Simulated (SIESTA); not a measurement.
Band structure of ScIn (P4/mmm, 2 atoms in the cell).

```
ScIn
1.0
    3.24414     0.00000     0.00000
    0.00000     3.24414     0.00000
    0.00000     0.00000     4.44719
Sc In
1 1
Direct
  0.00000   0.00000   0.00000
  0.50000   0.50000   0.50000
```
Moments meant for the start (each program seeds them in its own way; μB, in the order of the atoms Sc In): 1.0 0.0.

Level of theory: SIESTA 5.4.2 with GGA PBEsol, numerical atomic orbitals DZP, PseudoDojo PBEsol standard norm-conserving potentials (rewritten from UPF to PSML).

Settings: XC.functional = GGA; XC.authors = PBEsol; potentials = PseudoDojo PBEsol standard; PAO.BasisSize = DZP; PAO.EnergyShift = 0.01 Ry; MeshCutoff = 400 Ry; kgrid.MonkhorstPack = 8 8 6; OccupationFunction = MP; OccupationMPOrder = 0; ElectronicTemperature = 200 meV; Spin = polarized; DM.InitSpin = [1 +1.00, 2 +0.00]; MaxSCFIterations = 150; SCF.Mixer.Method = Pulay.

The starting cell comes from a database of computed structures (which also holds hypothetical and non-ambient phases and stackings), without a prior relaxation at this level. Its lattice was rescaled by a random factor within 2.5 % of one. The magnetic order is the one reached from the typed start; others were not searched systematically. Values carry the incompleteness of an atom-centred basis.

Levels in eV from the Fermi level, bands 9 to 14 of the first spin channel:
| point | 9 | 10 | 11 | 12 | 13 | 14 |
|---|---|---|---|---|---|---|
| Γ | -14.12 | -8.47 | -0.91 | -0.31 | -0.28 | 2.25 |
| X | -14.09 | -5.11 | -3.99 | -1.03 | 0.08 | 1.61 |
| M | -13.96 | -3.22 | -0.94 | -0.94 | 0.60 | 0.77 |
| Z | -14.10 | -7.26 | -4.71 | -0.27 | 1.15 | 1.63 |
| R | -14.07 | -5.02 | -2.59 | -1.49 | -0.72 | 1.85 |
| A | -13.95 | -1.88 | -1.88 | -1.86 | -0.97 | 2.15 |

Bands cross the Fermi level along this path, so the cell is metallic at this level.

Higher empty bands are left out: an atom-centred basis made for the valence describes them poorly.

The net moment of the cell came out as 0.26 μB.
